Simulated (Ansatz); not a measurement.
Bond-angle distributions (per cent of the angles at each element, bins of 10°) of a relaxed model of amorphous Si24O49Mg at 2.22 g/cm³. Level of theory: PBE, scalar-relativistic without spin-orbit coupling (plane waves to 420 eV, PAW; Ansatz, a program for electronic structure).

A CHGNet melt-quench gave the starting glass, which DFT then relaxed. O atoms were pushed apart under 1.9 Å during the dynamics, to hinder bonds among them. The hot cell started wider than the set density and was brought back towards it in steps. It is the lowest in DFT energy of 2 quenches. It is a model cell: composition and starting density were chosen by hand, and all elements were melted together. No dispersion term was used. Its density started from a set value of 2.22 and ended at 2.22 g/cm³. Cooling (nominally 480 K/ps over its main leg) ran many orders faster than in experiment, which tends to leave more defects and strain. One small periodic cell is one sample of the glass; other quenches scatter about these values. The volume was held where the preparation left it and the shape relaxed, at a PBE pressure of 0.8 GPa. Stress components on the final sampling reach 0.8 GPa.

Cut-offs for bonds: Si-Si 2.60 Å, Si-O 1.90 Å, Si-Mg 2.82 Å, O-O 1.58 Å, O-Mg 2.48 Å, Mg-Mg 3.19 Å. Two cations that share two anions don't count as bonded, nor two that share one unless they lie closer than Si-Si 2.38 Å, Si-Mg 2.74 Å, Mg-Mg 3.10 Å.

| angle (°) | at Si | at O |
|---|---|---|
| 50-60 | 0 | 0 |
| 60-70 | 0 | 0 |
| 70-80 | 0 | 0 |
| 80-90 | 0 | 8 |
| 90-100 | 3 | 0 |
| 100-110 | 53 | 0 |
| 110-120 | 44 | 0 |
| 120-130 | 1 | 17 |
| 130-140 | 0 | 32 |
| 140-150 | 0 | 23 |
| 150-160 | 0 | 13 |
| 160-170 | 0 | 8 |
| 170-180 | 0 | 0 |

They go with these counts of neighbours within the cut-offs, cation contacts included: Si mean 4.0, most often 4; O mean 2.0, most often 2.
